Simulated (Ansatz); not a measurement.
Ta3O7F: O → Se

Take Ta$_{3}$O$_{7}$F (space group Cmmm, No. 65; a = 6.442 Å, b = 10.683 Å, c = 3.845 Å; a cell from a computed database, its experimental status unchecked) as the base.

Perturbation: full substitution O → Se; the structure is relaxed again.

Calculations: DFT with PBEsol, PAW potentials and a 420 eV plane-wave cutoff in Ansatz (a first-principles code), no spin-orbit coupling. k-mesh 6×6×8 (Γ-centred); smearing 0.05 eV (Fermi–Dirac), for the changed cell.

```json
{
  "volume_per_atom": "23.87 Å³ (base 12.03 Å³)",
  "density": "7.05 g/cm³ (base 8.46 g/cm³)",
  "space_group": "Cmmm (No. 65) (base Cmmm (No. 65))",
  "shortest_interatomic_distance": "2.263 Å (base 1.923 Å)",
  "band_gap": "zero (base 2.27 eV)"
}
```

Final structure:

```yaml
crystal:
  lattice:
    - [4.22759, -6.29127, 0.00000]
    - [4.22759, 6.29127, 0.00000]
    - [0.00000, 0.00000, 4.93578]
  atoms:
    - { symbol: Ta, position: [0.00000, 0.00000, 0.00000] }
    - { symbol: Ta, position: [0.67987, 0.32013, 0.00000] }
    - { symbol: Ta, position: [0.32013, 0.67987, 0.00000] }
    - { symbol: Se, position: [0.34000, 0.04410, 0.00000] }
    - { symbol: Se, position: [0.66000, 0.95590, 0.00000] }
    - { symbol: Se, position: [0.04410, 0.34000, 0.00000] }
    - { symbol: Se, position: [0.95590, 0.66000, 0.00000] }
    - { symbol: Se, position: [0.00000, 0.00000, 0.50000] }
    - { symbol: Se, position: [0.67489, 0.32511, 0.50000] }
    - { symbol: Se, position: [0.32511, 0.67489, 0.50000] }
    - { symbol: F, position: [0.50000, 0.50000, 0.00000] }
```

Cost of the whole job for the changed cell (relaxation, final SCF and bands): around 11 core-minutes (rough).

With Ta present, leaving out spin-orbit coupling can change the band edges. Whether these cells are dynamically stable was not tested. As relaxed here, Ta3Se7F is a hypothetical phase, not in the database extracts checked. No Hubbard U is applied, and correlation can decide whether such a compound is a metal. The final runs are not spin-polarised. Ta3Se7F has a high density of states at the Fermi level and may be magnetic at this level.
